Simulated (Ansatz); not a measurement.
# A computed series for KTaO3: pressure series

The parent structure is KTaO$_{3}$ in the cubic perovskite structure (space group Pm-3m, No. 221).

```
KTaO3
1.0
    3.98928     0.00000     0.00000
    0.00000     3.98928     0.00000
    0.00000     0.00000     3.98928
K Ta O
1 1 3
Direct
  0.00000   0.00000   0.00000
  0.50000   0.50000   0.50000
  0.00000   0.50000   0.50000
  0.50000   0.50000   0.00000
  0.50000   0.00000   0.50000
```

Cell and atoms are relaxed at each pressure.

Computed with r2SCAN (Ansatz, a program for electronic structure, PAW, no spin-orbit coupling), earlier PAW set.

```tsv
pressure (GPa)	volume per atom (Å³/atom)
-1	12.759
0	12.697
1.8	12.592
4.2	12.457
9	12.208
18	?
30	11.355
45	10.895
60	10.512
```

Problem. Fit the third-order Birch–Murnaghan form P(V) = (3B₀/2)[(V₀/V)^(7/3) − (V₀/V)^(5/3)]·[1 + (3/4)(B₀′ − 4)((V₀/V)^(2/3) − 1)] (squares taken in P) to the rows shown and predict the withheld row.

Solution. Least squares on the printed values gives V₀ = 12.697 Å³/atom, B₀ = 211 GPa, B₀′ = 4.3; this predicts 11.804 Å³/atom, and the run gives 11.804 Å³/atom, in agreement.

Measured bulk modulus of KTaO3: 220 GPa (temperature not stated; as listed in S. Tinte et al., Phys. Rev. B (1998)); the computed value is for a static lattice, so the two differ by thermal effects too.

Load acts through the strain it causes; cell and atoms are relaxed under it. No phonon test of stability was made. No other phases were tried under pressure.
